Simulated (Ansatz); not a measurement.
Start from TiC in the rock salt structure (space group Fm-3m, No. 225; a = 4.328 Å; relaxed with 0.1 eV smearing). Axes: x, y, z lie along the cube axes.

Level of theory: plane-wave PAW DFT at the r2SCAN level (Ansatz, a first-principles code, 500 eV), spin-orbit coupling left out.

Strains are applied to the cell and any free atomic positions relax; under biaxial strain the out-of-plane vector relaxes too.

One change was made to it. Results:

```tsv
quantity	base	after
energy relative to the base (free energy F)	0 meV/atom	+5.9 meV/atom
shortest interatomic distance	216.4 pm	215.1 pm
pressure (mean of the normal stresses, compression positive)	0.0 GPa	5.0 GPa
```

**Question.** Which of these changes matches the shifts?
A. biaxial strain −0.42 %, plane normal [111], relaxed out of plane
B. biaxial strain −2.08 %, plane normal [111], relaxed out of plane
C. biaxial strain −2.50 %, plane normal [111], relaxed out of plane
D. biaxial strain −1.25 %, plane normal [111], relaxed out of plane

**Answer.** D, biaxial strain −1.25 %, plane normal [111], relaxed out of plane. For comparison, the energy relative to the base in the other runs: biaxial strain −0.42 %, plane normal [111], relaxed out of plane gives +0.7 meV/atom; biaxial strain −2.50 %, plane normal [111], relaxed out of plane gives +24 meV/atom; biaxial strain −2.08 %, plane normal [111], relaxed out of plane gives +17 meV/atom.

Stability against distortions was not tested. The final runs are not spin-polarised.
